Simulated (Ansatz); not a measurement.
An Ansatz (a first-principles code) run: KZnF3 with a change (uniaxial strain ε_zz = −0.60 %); PBEsol (Ansatz, PAW, spin-orbit coupling left out).

Input:

Ansatz 0.2 input:
```yaml
crystal:
  lattice:
    - [4.0522761187, 0, 0]
    - [0, 4.0522761187, 0]
    - [0, 0, 4.027962462]
  atoms:
    - { symbol: K, position: [0, 0, 0] }
    - { symbol: Zn, position: [0.5, 0.5, 0.5] }
    - { symbol: F, position: [0.5, 0, 0.5] }
    - { symbol: F, position: [0, 0.5, 0.5] }
    - { symbol: F, position: [0.5, 0.5, 0] }
basis: { ecutwfc: 420, ecutrho_ratio: 4, xc_grid: 2, fft_grid_basis: typed }
kpoints: { mp_grid: { grid: [8, 8, 8] } }
hamiltonian:
  xc: pbesol
  dispersion: none
  pseudopotentials: { kind: paw }
scf: { occupations: { method: fermi_dirac, width: 0.05 }, convergence: { dr2_threshold: 0.0000000005 } }
relax: { f_tol: 0.005, max_steps: 50 }
output: { forces: true, stress: true }
checkpoint: { write: state.ck, write_every: 1000 }
```

Output (explanatory and most iteration lines left out):

```
Relaxation: its limit of steps is 50 (relax.max_steps)
Pseudopotential: K, paw, valence charge 9
Pseudopotential: Zn, paw, valence charge 12
Pseudopotential: F, paw, valence charge 7
Crystal: 5 atoms, lattice volume = 66.143 Å³
Basis set: ecut = 420 eV, 1309 PW (Γ), exchange–correlation on 60×60×54 points (8 copies of the dense FFT grid, shifted against one another)
Bands: 26, of which v1, the nominal top of the filled ones, is band 21 counted from 1 (20 counted from 0)
Symmetry: 16 space group operations
Space group: P4/mmm (ITA 123), of the structure as read, at distance tolerance 4.0e-5 Å
k-points: 75 of 512
Functional: x = pbesol(κ = 0.804, μ = 0.12345679012345678), c = pbesol(β = 0.046)
SCF iter   1: F=—  HF=-7202.678828 eV  |F-HF|=—  |Δ(HF+E_count)|=         —  Δρ=1.48e-2  dr2=9.02e-2  ethr=1.77e-3  ⟨swp⟩=6.2  Hψ=9414  notcnv=0
SCF iter   2: F=—  HF=-7202.651816 eV  |F-HF|=—  |Δ(HF+E_count)|=   2.70e-2  Δρ=2.50e-3  dr2=1.60e-3  ethr=2.15e-4  ⟨swp⟩=2.0  Hψ=4242  notcnv=0  defer=73
SCF 1 converged in 10 iterations: F = -7202.651742 eV  dr2 = 1.45e-10
relax step   1: F+E_penalty+E_count = -7202.65174181 eV  Δ(F+E_penalty+E_count) = +0.000e0 eV  max|allowed force component| = 3.226e-29 eV/Å  Δτ_max = 0.0000 Å  (10 SCF iters, accepted)
SCF converged after 10 iterations
Free energy (F): -7202.651742 eV
Internal energy: -7202.651742 eV  (E = F + TS)
E sigma→0 (E₀):  -7202.651742 eV
Fermi energy:    6.101284 eV
--- Forces (eV/Å), atoms counted from 1 ---
  atom   1  K     -0.00000000    -0.00000000     0.00000000
  atom   2  Zn     0.00000000    -0.00000000     0.00000000
  atom   3  F      0.00000000    -0.00000000     0.00000000
  atom   4  F      0.00000000    -0.00000000     0.00000000
  atom   5  F      0.00000000     0.00000000     0.00000000
--- Stress (GPa, compression-positive) ---
        0.322966       0.000000       0.000000
        0.000000       0.322966       0.000000
        0.000000       0.000000       0.844564
  P = ⅓ Tr σ = 0.4968 GPa (4.968 kbar)
--- Relaxed structure (1 steps of the walk, 1 accepted, 0 SCFs on fresh bases) ---
  atoms:
    - { symbol: K, position: [0.0, 0.0, 0.0] }
    - { symbol: Zn, position: [0.5, 0.5, 0.49999999999999994] }
    - { symbol: F, position: [0.5, 0.0, 0.49999999999999994] }
    - { symbol: F, position: [0.0, 0.5, 0.49999999999999994] }
    - { symbol: F, position: [0.5, 0.5, 0.0] }
```

Stability against distortions was not tested. The cell was made from KZnF₃ in the cubic perovskite structure (space group Pm-3m, No. 221) by this change: uniaxial strain ε_zz = −0.60 %. Many cubic perovskites are stable only at high temperature; tilts and polar distortions were not tested.
